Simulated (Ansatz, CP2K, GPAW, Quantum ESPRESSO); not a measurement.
Yb (Fm-3m, 1 atom in the cell) computed with different codes at matched settings

Self-consistent single point.

```
Yb
1.0
    0.00000     2.69452     2.69452
    2.69452     0.00000     2.69452
    2.69452     2.69452     0.00000
Yb
1
Direct
  0.00000   0.00000   0.00000
```

All programs got the same cell, k-point mesh and kind of occupations (in Ansatz's words: kpoints.mp_grid.grid = 9 9 9; scf.occupations.method = fermi_dirac; scf.occupations.width = 0.1 eV); potentials, basis and cutoffs are each program's usual ones.

```csv
code,model,pressure (GPa),k-points,cutoff
CP2K,"PBE, GPW, DZVP-MOLOPT-SR-GTH basis, GTH-PBE potentials (GTH_POTENTIALS)",-2.20,365,grid 800 Ry
GPAW,"PBE, GPAW PAW datasets PBE (gpaw-data 1.0.1)",-1.21,35,850 eV
Quantum ESPRESSO,"PBE, SSSP 1.1.2 precision (PBE) pseudopotentials",-2.08,35,65 Ry
Ansatz,"PBE, default PAW files",-1.42,35,default
```

The spread over the programs that give each value: pressure within 0.99 GPa.

The starting cell has typed, rounded lattice constants, without a prior relaxation at this level. Its lattice was rescaled by a random factor within 2.5 % of one. On Ansatz's run: Spin-orbit coupling is off. Spin polarisation is off.

Question: Why do the programs differ, and what cannot be compared?

Answer: Differences of this kind can come from the potentials, where these differ, and from what each basis and cutoff leave unconverged. The zero of total energies and Fermi levels follows the potentials and each program's conventions, so they are not compared here. CP2K uses small atom-centred bases, whose incompleteness enters pressures, forces and empty levels differently from a plane-wave cutoff. Ansatz's pressure is given at a fixed set of plane waves, as the other plane-wave codes print theirs; with its correction for the finite basis it is -1.38 GPa. The programs reduce the same mesh by symmetry to different extents, which changes the work and not the result.

Left out of this page: Elk and FLEUR (not drawn, or without a comparable value).

Ansatz is a quantum-chemistry and plane-wave program.

Keys are those of Ansatz 0.2.
